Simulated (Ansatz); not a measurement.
Input:

End structure of SiH4 on the (111) surface of germanium (2x2 Ge adatom at T4; a constructed slab, bottom: 4 H on 4 bottom sites), one in a cell of 57 Å², started at the site 'bridge Ge-Ge (span 4.7 Å)':

```yaml
crystal:
  lattice:
    - [8.14587, 0.00000, 0.00000]
    - [-4.07294, 7.05453, 0.00000]
    - [0.00000, 0.00000, 33.50000]
  atoms:
    - { symbol: Ge, position: [0.00000, 0.00000, 0.33721] }
    - { symbol: Ge, position: [0.50000, 0.00000, 0.33721] }
    - { symbol: Ge, position: [0.00000, 0.50000, 0.33721] }
    - { symbol: Ge, position: [0.50000, 0.50000, 0.33721] }
    - { symbol: Ge, position: [0.16667, 0.33333, 0.36203] }
    - { symbol: Ge, position: [0.66667, 0.33333, 0.36203] }
    - { symbol: Ge, position: [0.16667, 0.83333, 0.36203] }
    - { symbol: Ge, position: [0.66667, 0.83333, 0.36203] }
    - { symbol: Ge, position: [0.16726, 0.33274, 0.43637] }
    - { symbol: Ge, position: [0.66549, 0.33274, 0.43637] }
    - { symbol: Ge, position: [0.16726, 0.83451, 0.43637] }
    - { symbol: Ge, position: [0.66667, 0.83333, 0.43505] }
    - { symbol: Ge, position: [0.33333, 0.16667, 0.46255] }
    - { symbol: Ge, position: [0.83183, 0.16366, 0.46045] }
    - { symbol: Ge, position: [0.33634, 0.66817, 0.46045] }
    - { symbol: Ge, position: [0.83183, 0.66817, 0.46045] }
    - { symbol: Ge, position: [0.33294, 0.16596, 0.53701] }
    - { symbol: Ge, position: [0.82787, 0.15541, 0.53426] }
    - { symbol: Ge, position: [0.34614, 0.67260, 0.53422] }
    - { symbol: Ge, position: [0.82712, 0.67239, 0.53428] }
    - { symbol: Ge, position: [0.00137, 0.00085, 0.56251] }
    - { symbol: Ge, position: [0.50006, 0.00097, 0.56241] }
    - { symbol: Ge, position: [0.00162, 0.50162, 0.54648] }
    - { symbol: Ge, position: [0.49949, 0.49812, 0.56261] }
    - { symbol: Ge, position: [0.97487, 0.98504, 0.63771] }
    - { symbol: Ge, position: [0.50771, 0.98282, 0.63745] }
    - { symbol: Ge, position: [0.99220, 0.49136, 0.61873] }
    - { symbol: Ge, position: [0.50878, 0.52121, 0.63781] }
    - { symbol: Ge, position: [0.15678, 0.33823, 0.65378] }
    - { symbol: Ge, position: [0.67638, 0.33590, 0.65379] }
    - { symbol: Ge, position: [0.15562, 0.81290, 0.65319] }
    - { symbol: Ge, position: [0.66620, 0.83190, 0.67556] }
    - { symbol: H, position: [0.00082, 0.00041, 0.29069] }
    - { symbol: H, position: [0.49959, 0.00041, 0.29069] }
    - { symbol: H, position: [0.00000, 0.50000, 0.29070] }
    - { symbol: H, position: [0.49959, 0.49918, 0.29069] }
    - { symbol: Ge, position: [0.99854, 0.49850, 0.69800] }
    - { symbol: Si, position: [0.45434, 0.94342, 0.76334] }
    - { symbol: H, position: [0.65060, 0.01036, 0.77810] }
    - { symbol: H, position: [0.46191, 0.05228, 0.72682] }
    - { symbol: H, position: [0.35894, 0.73686, 0.75379] }
    - { symbol: H, position: [0.34323, 0.97524, 0.79487] }
```

Slab: 42 atoms, 13.7 Å thick at the start with caps and adatoms under the adsorbate (thin: gaps and levels are the slab's own); k 3x3x1, smearing 0.01 eV, dipole-corrected; 20 atoms held, the rest relaxed; no symmetry held; no spin (no spin-polarised run to compare, though such a face may carry moments), no spin-orbit, no U. The slab shows no gap over 0.04 eV on its mesh. At the end no host atom lies within bonding distance. In D3-corrected PBE this state lies 0.05 eV over the lowest of the starts that converged ('over Ge at depth 1.5 Å').

A negative adsorption energy means that the adsorbate is more stable on the surface than in its reference.

### Question
Give the adsorption energy against SiH4(g) at the level PBE with D3(BJ) dispersion run with Ansatz (an electronic-structure program).

### Answer
-0.25 eV

### Question
Give the change of the step from the bottom to the top vacuum level, against the clean slab at the level PBE with D3(BJ) dispersion.

### Answer
0.016 eV
